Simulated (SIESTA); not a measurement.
# How far to go with the k-point mesh: Ta (Im-3m, 1 atom in the cell)

```yaml
crystal:
  lattice:
    - [-1.65825, 1.65825, 1.65825]
    - [1.65825, -1.65825, 1.65825]
    - [1.65825, 1.65825, -1.65825]
  atoms:
    - { symbol: Ta, position: [0.00000, 0.00000, 0.00000] }
```

Method of the run: GGA PBE, numerical atomic orbitals DZP, PseudoDojo PBE standard norm-conserving potentials (rewritten from UPF to PSML) (SIESTA).

Base settings: XC.functional = GGA; XC.authors = PBE; potentials = PseudoDojo PBE standard; PAO.BasisSize = DZP; PAO.EnergyShift = 0.01 Ry; MeshCutoff = 400 Ry; kgrid.MonkhorstPack = 8 8 8; OccupationFunction = MP; OccupationMPOrder = 0; ElectronicTemperature = 1160.45 K.

Only quantities that move along the ladder and can be compared are tabulated.

Core times come from one kind of shared machine, to one figure; runs under 30 s give none.

The starting cell has typed, rounded lattice constants, without a prior relaxation at this level. Its lattice was rescaled by up to half a per cent. Spin polarisation is off. Values carry the incompleteness of an atom-centred basis. In the base run, with a pressure of about -4 GPa the cell is away from its equilibrium volume at this level.

Steps (kgrid.MonkhorstPack): 2 2 2; 3 3 3; 4 4 4; 5 5 5; 6 6 6; 7 7 7; 8 8 8; 9 9 9; 10 10 10; 11 11 11; 12 12 12; 15 15 15; 16 16 16; 20 20 20; 22 22 22; 27 27 27; 33 33 33.

### Question
What is the coarsest kgrid.MonkhorstPack that holds the free energy within 2 meV/atom of the last step, with all finer ones?

### Answer
20 20 20, at about 0.3 of the last step's time; the step before is off by 3.3 meV/atom.

### Question
What is the coarsest kgrid.MonkhorstPack that holds the pressure within 0.5 GPa of the last step, with all finer ones?

### Answer
15 15 15, at about 0.1 of the last step's time; the step before is off by 0.67 GPa.

| kgrid.MonkhorstPack | free energy less the last step's (meV/atom) | pressure (GPa) | core time / last (rough) |
|---|---|---|---|
| 2 2 2 | -779.52 | -22.61 | – |
| 3 3 3 | -187.74 | -3.86 | – |
| 4 4 4 | -99.11 | -1.71 | – |
| 5 5 5 | 76.07 | 0.99 | – |
| 6 6 6 | 81.73 | 0.13 | – |
| 7 7 7 | -25.35 | -1.39 | – |
| 8 8 8 | -21.97 | -4.01 | – |
| 9 9 9 | 16.71 | -1.91 | – |
| 10 10 10 | 1.56 | -0.53 | – |
| 11 11 11 | -2.52 | -2.43 | – |
| 12 12 12 | 7.69 | -2.65 | – |
| 15 15 15 | 1.17 | -2.19 | 0.1 |
| 16 16 16 | 3.31 | -1.76 | 0.2 |
| 20 20 20 | -0.37 | -1.94 | 0.3 |
| 22 22 22 | 0.71 | -1.91 | 0.4 |
| 27 27 27 | -0.40 | -2.03 | 0.8 |
| 33 33 33 | 0.00 | -1.98 | 1 |
